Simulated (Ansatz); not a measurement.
TiAl: response to strain

Consider TiAl (space group P4/mmm, No. 123; relaxed with 0.1 eV smearing).

```yaml
crystal:
  lattice:
    - [2.76616, 0.00000, 0.00000]
    - [0.00000, 2.76616, 0.00000]
    - [0.00000, 0.00000, 4.00209]
  atoms:
    - { symbol: Ti, position: [0.00000, 0.00000, 0.00000] }
    - { symbol: Al, position: [0.50000, 0.50000, 0.50000] }
```

Strains are applied to the cell and any free atomic positions relax.

Method: Ansatz (a program for electronic structure), LDA, PAW, cutoff 420 eV, no spin-orbit coupling.

Candidates:
(a) isotropic strain +2.50 %
(b) isotropic strain −3.00 %
(c) isotropic strain −2.50 %
(d) isotropic strain +1.50 %

Notes on the quantities. energy relative to the base: free energy F.

### Question
Order them by energy relative to the base, lowest first.

### Answer
(d) isotropic strain +1.50 % (+12 meV/atom), (a) isotropic strain +2.50 % (+32 meV/atom), (c) isotropic strain −2.50 % (+37 meV/atom), (b) isotropic strain −3.00 % (+54 meV/atom)

Stability against distortions was not tested. The final runs are not spin-polarised.
